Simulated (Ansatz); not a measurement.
For GaN (model structure, started from the WC type, P-6m2, No. 187, 2 atoms in the cell), PBE in Ansatz (PAW) gives:

- lattice parameter a: 2.980 Å
- lattice parameter c: 2.684 Å
- cohesive energy: 3.45 eV/atom

What does r²SCAN+rVV10 (PAW; Ansatz, an electronic-structure program) give for the same quantities?


- lattice constant a: 2.928 Å (decreases by 1.7 %)
- lattice parameter c: 2.647 Å (falls by 1.4 %)
- cohesive energy: 3.63 eV/atom (goes up by 0.18 eV/atom)

Changes are worked out from the printed values.

Unless a cell is named, each level is at its own relaxed cell (PBE 10.32, r²SCAN+rVV10 9.83 Å³/atom).

Ansatz's density-functional and Hartree–Fock values are scalar-relativistic unless marked +SOC, with PAW data made under PBE.

A model structure was made by putting elements into a prototype or built by hand; it is no filed structure, need not be a known phase, and can be a saddle point held by its symmetry.
